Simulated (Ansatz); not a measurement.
Take MoP (space group P-6m2, No. 187; a = 3.208 Å, c = 3.173 Å; relaxed with 0.1 eV smearing) as the base. Axes: x lies along a and z along c of the hexagonal cell.

All numbers come from PBEsol (Ansatz, an electronic-structure program), no spin-orbit coupling.

For the base:

```
Item                                Value
-----------------------------  ----------
Shortest interatomic distance  4.608 bohr
```

One thing is altered: uniaxial stress, 1 GPa compression along z, with the cell and atoms free to relax against it.

Task: What does the calculation give for the strain response after the change?

Result: The strain response (xx, yy, zz) is (+0.09, +0.09, −0.25) %.

Task: What happens to the energy relative to the base?

Result: The energy stays essentially unchanged.

Task: Predict the new shortest interatomic distance.

Result: The shortest interatomic distance is nearly the same (4.608 bohr against 4.605 bohr).

Beyond what the load breaks, stability against distortions was not tested. The final runs are not spin-polarised. An odd electron count without spin: MoP.
